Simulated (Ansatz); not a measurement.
# Effect of Ta → In on Ta

Take Ta in the bcc (W type) structure (space group Im-3m, No. 229; a = 3.305 Å) as the base.

Modification: every Ta is replaced by In, then cell and atoms are relaxed.

Calculations: r2SCAN in Ansatz (plane waves to 500 eV, PAW, no spin-orbit coupling). k-mesh 17×17×17 (Γ-centred); smearing 0.05 eV (Fermi–Dirac), for the changed cell.

```json
[
 {"quantity": "volume per atom", "base": "18.05 Å³", "changed": "26.64 Å³", "shift": "+8.596 Å³"},
 {"quantity": "density", "base": "16.65 g/cm³", "changed": "7.16 g/cm³", "shift": "-9.49 g/cm³"},
 {"quantity": "lattice parameter a", "base": "3.305 Å", "changed": "3.763 Å", "shift": "+0.458 Å"},
 {"quantity": "space group", "base": "Im-3m (No. 229)", "changed": "Im-3m (No. 229)", "shift": "–"},
 {"quantity": "shortest interatomic distance", "base": "2.862 Å", "changed": "3.259 Å", "shift": "+0.397 Å"},
 {"quantity": "band gap", "base": "zero", "changed": "zero", "shift": "–"}
]
```

Cost of the whole job for the changed cell (relaxation, final SCF and bands): very roughly 30 core-seconds.

Whether these cells are dynamically stable was not tested. For In in this form, whether it has been made was not checked. All final runs are without spin polarisation. This is not the structure that In has at room temperature and ambient pressure.

Ansatz is a quantum-chemistry and plane-wave program.
